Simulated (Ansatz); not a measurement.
Take VN in the rock salt structure (space group Fm-3m, No. 225) as the base.

Space group Fm-3m (No. 225); a = b = c = 4.1168 Å, α = β = γ = 90.00°

| atom | site | symmetry | x | y | z |
|---|---|---|---|---|---|
| N | 4a | m-3m | 0.0000 | 0.0000 | 0.0000 |
| V | 4b | m-3m | 0.5000 | 0.5000 | 0.5000 |
(The calculation used a cell of 2 atoms; values per cell refer to that cell.)

Method: plane-wave PAW DFT at the PBE level (Ansatz, a quantum-chemistry and plane-wave program, 420 eV), scalar-relativistic without spin-orbit coupling.

Base values:

| Quantity | Value |
|---|---|
| Shortest interatomic distance | 2.058 Å |
| Density | 6.18 g/cm³ |
| Magnetic state | non-magnetic |

Perturbation: full substitution N → Br, then cell and atoms are relaxed.

**Question.** Predict the new shortest interatomic distance, density and magnetic state.

**Answer.** The shortest interatomic distance goes up by 0.7584 Å to 2.817 Å; the density shrinks by 1.32 g/cm³ (6.18 g/cm³ → 4.86 g/cm³); the magnetic state changes from non-magnetic to ferromagnetic.

Other magnetic orders, which the real material may have, were not ruled out. No phonon test of stability was made. As relaxed here, VBr is a hypothetical phase, not in the database extracts checked. Starting moments died away, wholly or in part, for the base; another magnetic solution may exist. No Hubbard U is applied, and correlation can decide whether such a compound is a metal. Spin-polarised in the final run: VBr; the other runs are not.
